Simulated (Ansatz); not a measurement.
Start from NaCuI3 in the cubic perovskite structure (space group Pm-3m, No. 221; a hypothetical phase, not in the database extracts checked).

```xyz
5
Lattice="5.4255 0.0000 0.0000 0.0000 5.4255 0.0000 0.0000 0.0000 5.4255" Properties=species:S:1:pos:R:3 pbc="T T T"
Na     0.0000     0.0000     0.0000
Cu     2.7127     2.7127     2.7127
I      0.0000     2.7127     2.7127
I      2.7127     2.7127     0.0000
I      2.7127     0.0000     2.7127
```

Cartesian axes are those of the cell as printed.

Computed with Ansatz (a first-principles code), PBEsol, PAW, cutoff 420 eV, scalar-relativistic without spin-orbit coupling.

Before the change:

* **Shortest interatomic distance**: 2.713 Å
* **Pressure**: 0.0 GPa

Perturbation: biaxial strain −4.33 %, plane normal [111], relaxed out of plane (Cartesian); in-plane vectors clamped, the third vector and the atoms free.

Task: Estimate the effect on the energy relative to the base, shortest interatomic distance and pressure.

Result: The energy grows by 15 meV/atom; the shortest interatomic distance decreases by 0.0234 Å (2.713 Å → 2.689 Å); the pressure (mean of the normal stresses, compression positive) goes from zero to 1.2 GPa.

Without a gap, meshes like the base's 9×9×9 leave anisotropic stresses uncertain by several tenths of a GPa, and small strain energies with them. Whether these cells are dynamically stable was not tested. All final runs are without spin polarisation. An odd electron count without spin: NaCuI3. Many cubic perovskites are stable only at high temperature; tilts and polar distortions were not tested.
